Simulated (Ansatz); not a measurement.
The reference is ZnO in the wurtzite structure (space group P6_3mc, No. 186).

```
CELL_PARAMETERS angstrom
      3.18693     0.00000     0.00000
     -1.59347     2.75997     0.00000
      0.00000     0.00000     5.15257
ATOMIC_POSITIONS crystal
  Zn 0.33333 0.66667 0.00179
  Zn 0.66667 0.33333 0.50179
  O  0.33333 0.66667 0.38021
  O  0.66667 0.33333 0.88021
```

Cartesian axes are those of the cell as printed.

Calculations: Ansatz (a first-principles code) LDA, scalar-relativistic without spin-orbit coupling.

Before the change:

```
Quantity                             Result
---------------------  --------------------
Valence-band top at Γ  0.00, 0.00, -0.11 eV
Band gap                            0.80 eV
```

Modification: the cell is stretched by 3.00 % along x with no lateral relaxation, atoms relaxed at fixed cell.

Q: How does this affect the valence-band top at Γ?

A: The valence-band top at Γ (three highest levels, from the VBM) changes from 0.00, 0.00, -0.11 eV to 0.00, -0.07, -0.12 eV.

Q: How does this affect the energy relative to the base?

A: The energy grows by 6.9 meV/atom.

Q: What happens to the band gap?

A: The band gap shrinks by 0.06 eV to 0.74 eV.

Q: Predict the new stress.

A: The stress (xx, yy, zz, yz, xz, xy; compression positive) amounts to (-6.44, -3.81, -3.39, 0.00, 0.00, 0.00) GPa.

The cells carry an imposed strain or load. Stability against distortions was not tested.
